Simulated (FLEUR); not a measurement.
# How far to go with the k-point mesh: Al (Fm-3m, 1 atom in the cell)

```yaml
crystal:
  lattice:
    - [0.00000, 2.03107, 2.03107]
    - [2.03107, 0.00000, 2.03107]
    - [2.03107, 2.03107, 0.00000]
  atoms:
    - { symbol: Al, position: [0.00000, 0.00000, 0.00000] }
```

Method of the run: PBEsol, all-electron FLAPW (FLEUR), scalar-relativistic valence.

Base settings: Kmax = 4 1/bohr; GmaxXC = 16 1/bohr; xcFunctional = PBEs; jspins = 1; l_soc = F; mode = hist; fermiSmearingEnergy = 0.00367493 Htr; mesh (inpgen div1-3) = 10 10 10; inpgen gamma flag = true; Gmax = 16 1/bohr.

Moved along: kpt_gamma.

The second cell is the first with its lattice scaled by 0.98.

Only quantities that move along the ladder and can be compared are tabulated.

The starting cell has typed, rounded lattice constants, without a prior relaxation at this level. Its lattice was rescaled by up to half a per cent. Values depend on the basis (sphere radii, cutoffs, local orbitals), which need not be converged.

```csv
kpt_div,free energy less the last step's (meV/atom),energy of the compressed cell less the first (meV/atom)
2 2 2,-655.73,-33.13
3 3 3,561.12,-8.73
4 4 4,265.55,4.86
5 5 5,46.82,7.30
6 6 6,-66.45,0.43
7 7 7,-45.79,-3.75
8 8 8,5.48,-1.12
9 9 9,27.14,-0.56
10 10 10,14.49,-2.09
11 11 11,-8.22,-1.32
12 12 12,-7.25,-1.14
13 13 13,3.44,-2.38
15 15 15,0.23,-2.04
18 18 18,1.71,-1.96
20 20 20,0.38,-1.97
22 22 22,-0.89,-1.84
24 24 24,1.02,-2.05
27 27 27,-0.21,-1.87
30 30 30,-0.09,-1.92
33 33 33,0.24,-1.92
37 37 37,0.01,-1.89
41 41 41,-0.04,-1.90
46 46 46,0.00,-1.90
```

Coarsest kpt_div that holds the energy of the compressed cell less the first within 2 meV/atom of the last step, with all finer ones: 7 7 7; the step before is off by 2.3 meV/atom.

Coarsest kpt_div that holds the free energy within 2 meV/atom of the last step, with all finer ones: 15 15 15; the step before is off by 3.4 meV/atom.

The energy difference between the two cells stays within 1 meV/atom of the last step's from 10 10 10 on, the total only from 27 27 27 on: much of the error is common to both cells and cancels.

Two neighbours can agree and both be off: 11 11 11 and 12 12 12 differ by 0.97 meV/atom in the free energy, yet lie about 7.3 meV/atom from the last step.
